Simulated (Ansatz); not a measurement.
Tl in the hcp (Mg type) structure (space group P6_3/mmc, No. 194)

```yaml
crystal:
  lattice:
    - [3.45826, 0.00000, 0.00000]
    - [-1.72913, 2.99494, 0.00000]
    - [0.00000, 0.00000, 5.52340]
  atoms:
    - { symbol: Tl, position: [0.66667, 0.33333, 0.75000] }
    - { symbol: Tl, position: [0.33333, 0.66667, 0.25000] }
```

All numbers come from PBEsol, PAW, 420 eV (Ansatz, a quantum-chemistry and plane-wave program; scalar-relativistic without spin-orbit coupling). k-mesh 15×15×9 (Γ-centred); smearing 0.05 eV (Fermi–Dirac).

The volume per atom is 28.60 Å³. The density is 11.87 g/cm³. The band gap comes out as zero and the total energy is -11295.677 eV/atom (σ→0; compares only within this code and set-up).

Whether these cells are dynamically stable was not tested.
